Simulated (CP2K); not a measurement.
Worked example: self-consistent single point of LaAu (Cmcm, 4 atoms in the cell) in CP2K.

Level of theory: LDA (Pade form), GPW, DZVP-MOLOPT-SR-GTH basis, GTH-PADE potentials (GTH_POTENTIALS) (CP2K).

```
LaAu
1.0
    6.04256     0.00000     0.00000
   -4.75468     3.72902     0.00000
    0.00000     0.00000     4.73583
La Au
2 2
Cartesian
  4.58472   0.50349   3.55187
 -3.29683   3.22553   1.18396
  1.58330   1.54009   3.55187
 -0.29542   2.18894   1.18396
```

Reference input (self-consistent single point, DFT PBEsol, GPW, DZVP-MOLOPT-SR-GTH basis, GTH-PBE potentials (GTH_POTENTIALS)): CUTOFF = 500 Ry; REL_CUTOFF = 40 Ry; SMEAR/METHOD = FERMI_DIRAC; ELECTRONIC_TEMPERATURE = 1160.45 K; KPOINTS/SCHEME = MONKHORST-PACK 6 6 5; GAMMA_CENTERED = T; XC_FUNCTIONAL = PBE:PBESOL; La/BASIS_SET = DZVP-MOLOPT-SR-GTH-q11; La/POTENTIAL = GTH-PBE-q11; Au/BASIS_SET = DZVP-MOLOPT-SR-GTH-q11; Au/POTENTIAL = GTH-PBE-q11; METHOD = GPW. This run's input differs from it in these lines:

```diff
@@ -45,6 +45,3 @@
     &XC
-      &XC_FUNCTIONAL
-        &PBE
-          PARAMETRIZATION PBESOL
-        &END PBE
+      &XC_FUNCTIONAL PADE
       &END XC_FUNCTIONAL
@@ -81,3 +78,3 @@
       BASIS_SET DZVP-MOLOPT-SR-GTH-q11
-      POTENTIAL GTH-PBE-q11
+      POTENTIAL GTH-PADE-q11
     &END KIND
@@ -85,3 +82,3 @@
       BASIS_SET DZVP-MOLOPT-SR-GTH-q11
-      POTENTIAL GTH-PBE-q11
+      POTENTIAL GTH-PADE-q11
     &END KIND
```

Output, abridged:

```
 SCF WAVEFUNCTION OPTIMIZATION

  Step     Update method      Time    Convergence         Total energy    Change
     1 NoMix/Diag. 0.30E+00      -     1.05344805      -130.6648889225 -1.31E+02
     2 Broy./Diag. 0.30E+00      -     0.13160640      -133.9982246687 -3.33E+00
     3 Broy./Diag. 0.30E+00      -     0.07633633      -131.5998778331  2.40E+00
     4 Broy./Diag. 0.30E+00      -     0.03949781      -130.4049861565  1.19E+00
     5 Broy./Diag. 0.30E+00      -     0.00718871      -130.0498759730  3.55E-01
     6 Broy./Diag. 0.30E+00      -     0.00435623      -130.1590131559 -1.09E-01
   [... 4 lines left out ...]
    11 Broy./Diag. 0.30E+00      -     0.00001560      -130.2075297466 -2.45E-04
    12 Broy./Diag. 0.30E+00      -     0.00000184      -130.2073363961  1.93E-04
    13 Broy./Diag. 0.30E+00      -     0.00000162      -130.2073105847  2.58E-05
    14 Broy./Diag. 0.30E+00      -     0.00000009      -130.2073178580 -7.27E-06
  *** SCF run converged in    14 steps ***

  Overlap energy of the core charge distribution:               0.00000000012680
  Self energy of the core charge distribution:               -243.30843358288720
  Core Hamiltonian energy:                                     61.09122899838577
  Hartree energy:                                              71.00775591611486
  Exchange-correlation energy:                                -18.99449303144958
  Electronic entropic energy:                                  -0.00337615851243
  Fermi energy:                                                 0.35805634171356

  Total energy:                                              -130.20731785803557
  Total energy (extrapolated to T->0):                       -130.20562977877935

   [... lines left out ...]

 STRESS| Analytical stress tensor [bar]
 STRESS|                        x                   y                   z
 STRESS|      x       -4.63593506027E+03   9.93762261779E+02   1.31513280041E-04
 STRESS|      y        9.93762261779E+02  -2.10215938789E+03  -4.54526173005E-05
 STRESS|      z        1.31513280041E-04  -4.54526173005E-05  -8.41511123325E+02
 STRESS| 1/3 Trace                                            -2.52653519050E+03
```

The run converged in 14 iterations. Against the reference run the pressure goes from 2.17 to -0.25 GPa and the largest force goes from 0.174 to 0.107 eV/Å.

The starting cell comes from a database of computed structures (which also holds hypothetical and non-ambient phases and stackings), without a prior relaxation at this level. Its lattice was rescaled by a random factor within 2.5 % of one. Values carry the incompleteness of an atom-centred basis.

Cost on one core of a shared machine: roughly 4 min.
